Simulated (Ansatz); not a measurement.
Input:

End structure of N on the 1x1 (110) surface of bcc Mo, one in a 2x2 cell, started at the site 'hollow Mo-Mo-Mo':

```
CELL_PARAMETERS angstrom
      5.47470     0.00000     0.00000
     -1.82490     5.16159     0.00000
      0.00000     0.00000    26.00000
ATOMIC_POSITIONS crystal
  Mo 0.25000 0.25000 0.37429
  Mo 0.25000 0.75000 0.37429
  Mo 0.75000 0.25000 0.37429
  Mo 0.75000 0.75000 0.37429
  Mo 0.00000 0.00000 0.45665
  Mo 0.00000 0.50000 0.45665
  Mo 0.50000 0.00000 0.45665
  Mo 0.50000 0.50000 0.45665
  Mo 0.25011 0.24989 0.54291
  Mo 0.24999 0.74927 0.54436
  Mo 0.75073 0.25001 0.54436
  Mo 0.75196 0.74804 0.54119
  Mo 0.99922 0.00011 0.62901
  Mo 0.99441 0.50559 0.62784
  Mo 0.51269 0.98731 0.62502
  Mo 0.49989 0.50078 0.62901
  N  0.20368 0.29632 0.66982
```

Set-up: 17 atoms, 6.5 Å thick at the start under the adsorbate (thin: gaps and levels are the slab's own); mesh 6x6x1; 0.1 eV smearing; dipole correction on; 8 atoms held, the rest relaxed; start symmetry kept, larger cells not searched; no spin, no spin-orbit, no U, no dispersion correction. At the end it is bonded to 3 Mo. In PBE it is, or lies within 0.03 eV of, the lowest of the starts that converged.

A negative adsorption energy means that the adsorbate is more stable on the surface than in its reference.

Give the change of the work function at the level Ansatz (a first-principles code) with PBE.

0.31 eV

Give the change of the step from the bottom to the top vacuum level, against the clean slab at the level PBE.

0.38 eV

Give the adsorption energy against ½ N2(g) at the level PBE.

-1.79 eV

Predict the work function of the top face from PBE.

4.90 eV
